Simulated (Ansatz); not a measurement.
The parent structure is PbO (space group P4/nmm, No. 129).

```
PbO
1.0
    3.96959     0.00000     0.00000
    0.00000     3.96959     0.00000
    0.00000     0.00000     4.70543
Pb O
2 2
Cartesian
  1.98479   0.00000   3.52607
  0.00000   1.98479   1.17935
  1.98479   1.98479   0.00000
  0.00000   0.00000   0.00000
```

Cartesian axes are those of the cell as printed.

The values are results of PBEsol-D3(BJ) (Ansatz, a quantum-chemistry and plane-wave program, PAW, no spin-orbit coupling), not measurements.

Before the change:

* **Band gap**: 0.90 eV
* **Shortest interatomic distance**: 4.363 bohr
* **Pressure**: 0.00 GPa

It is then changed as follows: uniaxial strain ε_xx = −1.80 %, all other strain components held at zero, atoms relaxed at fixed cell.

Question: What happens to the band gap?

Answer: The band gap falls by 0.135 eV, from 0.90 eV to 0.76 eV.

Question: What does the calculation give for the shortest interatomic distance after the change?

Answer: The shortest interatomic distance shrinks by 0.027 bohr (4.363 bohr → 4.336 bohr).

Question: Estimate the effect on the pressure.

Answer: The pressure (mean of the normal stresses, compression positive) goes from zero to 1.18 GPa.

Question: What happens to the energy relative to the base?

Answer: The energy rises by 1.6 meV/atom.

With Pb present, leaving out spin-orbit coupling can change the band edges. Whether these cells are dynamically stable was not tested.
